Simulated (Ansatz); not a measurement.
Relaxation of the outer planes of the (100) surface of zinc-blende BAs in its 1x1 cell (cut with top plane As, bottom plane As), relaxed from an ideal cut (the real face may reconstruct), outermost plane spacing 1.20 Å in the ideal cut (one of several cuts of this face), with 1 As a cell over the bulk's ratio.

These are PBE (plane waves to 420 eV, PAW; Ansatz, an electronic-structure program) values and carry that method's errors.

Model: 11-atom slab, As6B5, 12.0 Å thick at the start, 8x8x1 mesh, Fermi-Dirac 0.025 eV, dipole correction, all atoms relaxed; symmetry of the start imposed; spin-polarised from one start with parallel moments (other orders not tried), no spin-orbit, no U. The slab shows no gap on its mesh. The starting moment vanished.

```csv
plane,atoms,bulk spacing to the next (Å),relaxed spacing (Å),change (%),rumpling (Å)
1,As,1.202,___,___,0.00
2,B,1.202,1.203,0.1,0.00
```

Question: Complete the blanks.

Answer: 
- 1, relaxed spacing (Å): 1.212
- 1, change (%): 0.8
